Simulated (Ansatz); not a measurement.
**Pd: response to strain**

The reference is Pd in the fcc (Cu type) structure (space group Fm-3m, No. 225; relaxed with 0.1 eV smearing).

```yaml
crystal:
  lattice:
    - [0.00000, 1.93885, 1.93885]
    - [1.93885, 0.00000, 1.93885]
    - [1.93885, 1.93885, 0.00000]
  atoms:
    - { symbol: Pd, position: [0.00000, 0.00000, 0.00000] }
```

Cartesian axes are those of the cell as printed.

Strains are applied to the cell and any free atomic positions relax; under biaxial strain the out-of-plane vector relaxes too.

Level of theory: PBEsol/PAW in Ansatz (a quantum-chemistry and plane-wave program), scalar-relativistic without spin-orbit coupling.

Candidates:
(a) biaxial strain −2.50 %, plane normal [001], relaxed out of plane
(b) biaxial strain −0.50 %, plane normal [001], relaxed out of plane
(c) biaxial strain +0.50 %, plane normal [001], relaxed out of plane

Order them by out-of-plane strain, lowest first.

(c) biaxial strain +0.50 %, plane normal [001], relaxed out of plane (-0.73 %), (b) biaxial strain −0.50 %, plane normal [001], relaxed out of plane (+0.73 %), (a) biaxial strain −2.50 %, plane normal [001], relaxed out of plane (+3.64 %)

Whether these cells are dynamically stable was not tested. The final runs are not spin-polarised.
